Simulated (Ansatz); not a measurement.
Effect of Si → Os on WSi2

Base system: WSi₂ (space group I4/mmm, No. 139; a = 3.2292 Å, c = 7.8672 Å).

One thing is altered: Os takes the place of Si on all its sites, then cell and atoms are relaxed.

Calculations: PBE, PAW, 420 eV (Ansatz, a first-principles code; spin-orbit coupling left out). Settings: 20×20×20 k-points, 0.05 eV Fermi–Dirac smearing.

```json
[
 {"quantity": "volume per atom", "base": "13.67 Å³", "changed": "15.30 Å³", "shift": "+1.624 Å³"},
 {"quantity": "density", "base": "9.72 g/cm³", "changed": "20.42 g/cm³", "shift": "+10.70 g/cm³"},
 {"quantity": "c/a ratio", "base": "2.436", "changed": "2.651", "shift": "+0.215"},
 {"quantity": "space group", "base": "I4/mmm (No. 139)", "changed": "I4/mmm (No. 139)", "shift": "–"},
 {"quantity": "shortest interatomic distance", "base": "2.603 Å", "changed": "2.688 Å", "shift": "+0.085 Å"},
 {"quantity": "band gap", "base": "zero", "changed": "zero", "shift": "–"}
]
```

No phonon test of stability was made. As relaxed here, Os2W is a hypothetical phase, not in the database extracts checked. All final runs are without spin polarisation. Os2W has a high density of states at the Fermi level and may be magnetic at this level.
